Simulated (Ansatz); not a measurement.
Base system: Nb in the bcc (W type) structure (space group Im-3m, No. 229; a = 3.273 Å; relaxed with 0.1 eV smearing). Axes: x, y, z lie along the cube axes.

All numbers come from PBEsol in Ansatz (plane waves to 420 eV, PAW, no SOC).

Before the change:

The pressure is 0.0 GPa and the volume per atom comes out as 17.53 Å³.

It is then changed as follows: compressive biaxial strain of 0.42 % in the plane normal to [111], as in epitaxy on a mismatched substrate; the out-of-plane cell vector and the atoms relax.

Problem. Estimate the effect on the pressure.

Solution. The pressure (mean of the normal stresses, compression positive) goes from zero to 0.2 GPa.

Problem. What happens to the volume per atom?

Solution. The volume per atom drops by 0.02 Å³ to 17.51 Å³.

Whether these cells are dynamically stable was not tested. All final runs are without spin polarisation.

Ansatz is a program for electronic structure.
